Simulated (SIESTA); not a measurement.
## A self-consistent single point of KMgF3 (Pm-3m, 5 atoms in the cell) with SIESTA

Method of the run: GGA PBE, numerical atomic orbitals DZP, PseudoDojo PBE standard norm-conserving potentials (rewritten from UPF to PSML) (SIESTA).

The input file:

```
# files in the folder: K.psml Mg.psml F.psml (PseudoDojo PBE standard)
SystemName  KMgF3
SystemLabel KMgF3

NumberOfAtoms                5
NumberOfSpecies              3
%block ChemicalSpeciesLabel
  1 19 K
  2 12 Mg
  3 9 F
%endblock ChemicalSpeciesLabel
LatticeConstant              4.002341 Ang
%block LatticeVectors
     1.000000000    0.000000000    0.000000000
     0.000000000    1.000000000    0.000000000
     0.000000000    0.000000000    1.000000000
%endblock LatticeVectors
AtomicCoordinatesFormat      Fractional
%block AtomicCoordinatesAndAtomicSpecies
     0.500000000    0.500000000    0.500000000  1
     0.000000000    0.000000000    0.000000000  2
     0.000000000    0.500000000    0.000000000  3
     0.500000000    0.000000000    0.000000000  3
     0.000000000    0.000000000    0.500000000  3
%endblock AtomicCoordinatesAndAtomicSpecies

XC.functional                GGA
XC.authors                   PBE
PAO.BasisSize                DZP
PAO.EnergyShift              0.01 Ry
MeshCutoff                   300 Ry
%block kgrid.MonkhorstPack
    4   0   0  0.0
    0   4   0  0.0
    0   0   4  0.0
%endblock kgrid.MonkhorstPack
OccupationFunction           FD
ElectronicTemperature        232.09 K

MaxSCFIterations             150
SCF.Mixer.Method             Broyden
SCF.Mixer.Weight             0.2
SCF.Mixer.History            6
SCF.DM.Tolerance             1.0E-04
Diag.ParallelOverK           true
WriteForces                  true
Charge.Mulliken              end
```

Output, abridged:

```
reinit: Reading from file input.fdf

reinit: System Name: KMgF3
reinit: System Label: KMgF3

coor:   Atomic-coordinates input format  =     Fractional

siesta: Atomic coordinates (Bohr) and species
siesta:      3.78166   3.78166   3.78166  1        1
siesta:      0.00000   0.00000   0.00000  2        2
siesta:      0.00000   3.78166   0.00000  3        3
siesta:      3.78166   0.00000   0.00000  3        4
siesta:      0.00000   0.00000   3.78166  3        5

siesta: System type = bulk

initatomlists: Number of atoms, orbitals, and projectors:      5    57    65

siesta: ******************** Simulation parameters ****************************
redata: Spin configuration                          = none
redata: Time-Reversal Symmetry                      = T
redata: Number of Atomic Species                    =        3
redata: Mesh Cutoff                                 =   300.0000 Ry
redata: Net charge of the system                    =     0.0000 |e|
redata: Min. number of SCF Iter                     =        0
redata: Max. number of SCF Iter                     =      150
redata: SCF convergence failure will abort job
redata: SCF mix quantity                            = Hamiltonian
redata: Mix DM or H after convergence               =   F
redata: Recompute H after scf cycle                 =   F
redata: Mix DM in first SCF step                    =   T
redata: No kicks to SCF
redata: DM Mixing Weight for Kicks                  =     0.5000
redata: Require Harris convergence for SCF          =   F
redata: Harris energy tolerance for SCF             =     0.000100 eV
redata: Require DM convergence for SCF              =   T
redata: DM tolerance for SCF                        =     0.000100
redata: Require EDM convergence for SCF             =   F
redata: EDM tolerance for SCF                       =     0.001000 eV
redata: Require H convergence for SCF               =   T
   [... lines left out ...]
diag: Parallel distribution                         =     1 x     1
diag: Used triangular part                          = Lower
diag: Absolute tolerance                            =  0.100E-15
diag: Orthogonalization factor                      =  0.100E-05
diag: Memory factor                                 =  1.0000

superc: Internal auxiliary supercell:     5 x     5 x     5  =     125
superc: Number of atoms, orbitals, and projectors:    625   7125   8125

                        Single-point calculation

superc: Internal auxiliary supercell:     5 x     5 x     5  =     125
superc: Number of atoms, orbitals, and projectors:    625   7125   8125

outcell: Unit cell vectors (Ang):
        4.002341    0.000000    0.000000
        0.000000    4.002341    0.000000
        0.000000    0.000000    4.002341

outcell: Cell vector modules (Ang)   :    4.002341    4.002341    4.002341
outcell: Cell angles (23,13,12) (deg):     90.0000     90.0000     90.0000
outcell: Cell volume (Ang**3)        :     64.1124
new_DM -- step:     1
Initializing Density Matrix...

Attempting to read DM from file... Failed...
DM filled with atomic data:

InitMesh: MESH = 48 x 48 x 48 = 110592
InitMesh: Mesh cutoff (required, used) =   300.000   397.518 Ry

stepf: Fermi-Dirac step function
        iscf     Eharris(eV)        E_KS(eV)     FreeEng(eV)     dDmax    Ef(eV) dHmax(eV)
   scf:    1    -4451.194717    -4451.636961    -4451.636961  1.239679 -6.064890  5.088822
   scf:    2    -4452.996231    -4452.379857    -4452.379857  0.088688 -7.030382  3.795449
   scf:    3    -4452.822870    -4452.694688    -4452.694688  0.118526 -3.853367  1.710371
   scf:    4    -4452.718774    -4452.709902    -4452.709902  0.046569 -5.018751  0.203062
   scf:    5    -4452.711227    -4452.710862    -4452.710862  0.005942 -5.138768  0.100841
   scf:    6    -4452.711139    -4452.711017    -4452.711017  0.005644 -5.125270  0.008396
   scf:    7    -4452.711019    -4452.711018    -4452.711018  0.000629 -5.121078  0.003048
   scf:    8    -4452.711018    -4452.711018    -4452.711018  0.000118 -5.120449  0.002155
   scf:    9    -4452.711019    -4452.711019    -4452.711019  0.000061 -5.120102  0.001525
   scf:   10    -4452.711019    -4452.711019    -4452.711019  0.000040 -5.119683  0.001045
   scf:   11    -4452.711019    -4452.711019    -4452.711019  0.000028 -5.119313  0.000692
SCF Convergence by DM+H criterion
max |DM_out - DM_in|         :     0.0000283766
max |H_out - H_in|      (eV) :     0.0006916726
SCF cycle converged after 11 iterations

Using DM_out to compute the final energy and forces

siesta: E_KS(eV) =            -4452.7110

siesta: E_KS - E_eggbox =     -4452.7110

siesta: Atomic forces (eV/Ang):
     1   -0.000000   -0.000000   -0.000000
     2   -0.000000    0.000000   -0.000000
     3    0.000000   -0.000000   -0.000000
     4   -0.000000    0.000000    0.000000
     5   -0.000000    0.000000    0.000000
   Tot   -0.000000   -0.000000   -0.000000
   Max    0.000000
   Res    0.000000    sqrt( Sum f_i^2 / 3N )
   Max    0.000000    constrained

Stress tensor Voigt[x,y,z,yz,xz,xy] (kbar):       -5.05       -5.05       -5.05       -0.00       -0.00        0.00
(Free)E + p*V (eV/cell)    -4452.5090
Target enthalpy (eV/cell)    -4452.7110

siesta: Program's energy decomposition (eV):
siesta: Ebs     =      -988.712542
siesta: Eions   =      6801.004661
siesta: Ena     =      1224.722312
siesta: Ekin    =      2543.375498
siesta: Enl     =      -592.110392
siesta: Eso     =         0.000000
siesta: Edftu   =         0.000000
siesta: DEna    =        19.970071
siesta: DUscf   =         1.288840
siesta: DUext   =         0.000000
siesta: Ex      =      -799.780063
siesta: Ec      =       -49.172625
siesta: Exc     =      -848.952689
siesta: Eharris =     -4452.711019
siesta: Etot    =     -4452.711019
siesta: FreeEng =     -4452.711019

siesta: Stress tensor (static) (eV/Ang**3):
siesta:    -0.003151   -0.000000    0.000000
siesta:     0.000000   -0.003151   -0.000000
siesta:    -0.000000   -0.000000   -0.003151

siesta: Cell volume =         64.112434 Ang**3

siesta: Pressure (static):
siesta:                Solid            Molecule  Units
siesta:           0.00003432          0.00003432  Ry/Bohr**3
siesta:           0.00315112          0.00315112  eV/Ang**3
siesta:           5.04865250          5.04865250  kBar

mulliken: Atomic and Orbital Populations:

Species: K
Atom  Qatom  Qorb
               3s      4s      4s      3py     3pz     3px     4py     4pz
               4px
   1  8.366   1.921   0.046   0.130   1.963   1.963   1.963   0.127   0.127
              0.127

Species: Mg
Atom  Qatom  Qorb
               2s      3s      3s      2py     2pz     2px     3py     3pz
               3px
   2  9.159   1.981   0.432  -0.003   2.004   2.004   2.004   0.246   0.246
              0.246

Species: F
Atom  Qatom  Qorb
               2s      2s      2py     2pz     2px     2py     2pz     2px
               3Pdxy   3Pdyz   3Pdz2   3Pdxz   3Pdx2-y2
   3  7.492   1.839   0.017   2.085   2.090   2.090  -0.245  -0.197  -0.197
              0.002   0.002   0.001   0.002   0.003
   4  7.492   1.839   0.017   2.090   2.090   2.085  -0.197  -0.197  -0.245
              0.002   0.002   0.001   0.002   0.003
   5  7.492   1.839   0.017   2.090   2.085   2.090  -0.197  -0.245  -0.197
              0.002   0.002   0.003   0.002   0.001

mulliken: Qtot =       40.000

Mulliken Atomic Populations:
Atom #   charge [q] valence [e]  Species
     1     0.633806    8.366194  K
     2     0.840894    9.159106  Mg
     3    -0.491567    7.491567  F
     4    -0.491567    7.491567  F
     5    -0.491567    7.491567  F
 Total    -0.000000
```

The run converged in 11 iterations.

The starting cell comes from a database of computed structures (which also holds hypothetical and non-ambient phases and stackings), without a prior relaxation at this level. Its lattice was rescaled by a random factor within 2.5 % of one. Values carry the incompleteness of an atom-centred basis.
